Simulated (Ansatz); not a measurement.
The reference is TaSi$_{2}$ (space group P6_222, No. 180; a = 4.803 Å, c = 6.603 Å). Axes: x lies along a and z along c of the hexagonal cell.

Level of theory: PBE/PAW in Ansatz (a quantum-chemistry and plane-wave program), no spin-orbit coupling.

Base values:

| Item | Value |
|---|---|
| Pressure | 0.0 GPa |
| Volume per atom | 14.66 Å³ |

Now apply this change: biaxial strain +1.56 %, plane normal [001], relaxed out of plane (Cartesian); in-plane vectors clamped, the third vector and the atoms free.

Q: Predict the new pressure and volume per atom.

A: The pressure (mean of the normal stresses, compression positive) goes from zero to -3.8 GPa; the volume per atom goes up by 0.37 Å³ (14.66 Å³ → 15.03 Å³).

Stability against distortions was not tested. All final runs are without spin polarisation. An odd electron count without spin: TaSi2.
